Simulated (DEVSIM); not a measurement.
Structure: Schottky contact on n-type Si, at 300 K.

Layer 1 from the left is Si, thickness (μm) 0.440, Nd (cm⁻³) 4.7e16, τn (s) 0.00011, τp (s) 0.00011.

Left contact: Schottky, work function 4.54 eV, emission velocity 2.1e6 cm/s. Right contact: ohmic. Voltage is applied to the left contact. Recombination: SRH at mid-gap, radiative. Mobility is μmin + (μ − μmin)/(1 + (N/Nref)^α).

The device is made up for the run: typed textbook-type constants, with dimensions and the other settings drawn at random. Values at 300 K.

Si: gap (eV) 1.124, affinity (eV) 4.05, permittivity 11.7, Nc (cm⁻³) 2.86e19, Nv (cm⁻³) 3.1e19, μn (cm²/Vs) 1417, μp (cm²/Vs) 470, μn,min 52, μp,min 45, Nref,n 9.7e16, Nref,p 2.2e17, αn 0.68, αp 0.72, B (cm³/s) 4.7e-15.

Problem. Estimate by hand the built-in potential, the peak field at zero bias, the capacitance at -1.5 V, and compare with a numerical solution.

Solution. 
- Built-in potential: barrier φB = 0.490 eV; Vbi = φB − kT/q ln(N_band/N) = 0.324 V; numerical 0.324 V.
- Peak field at zero bias: depletion approximation: W = √(2εVbi/(qN)) = 0.0945 μm with N = 4.70e16 cm⁻³; field = 2Vbi/W = 68700 V/cm; numerical 65500 V/cm (estimate above by 4.8 %).
- Capacitance at -1.5 V: C = √(qεN / 2(Vbi + |V|)) = 46.2 nF/cm²; numerical 46.6 nF/cm² (estimate below by 0.69 %).

Model (solved in DEVSIM): 1D drift-diffusion, Boltzmann statistics, complete ionisation; no tunnelling, impact ionisation, image-force lowering or self-heating. Metal contacts follow the ideal Schottky-Mott rule: no Fermi-level pinning, no interface dipoles.
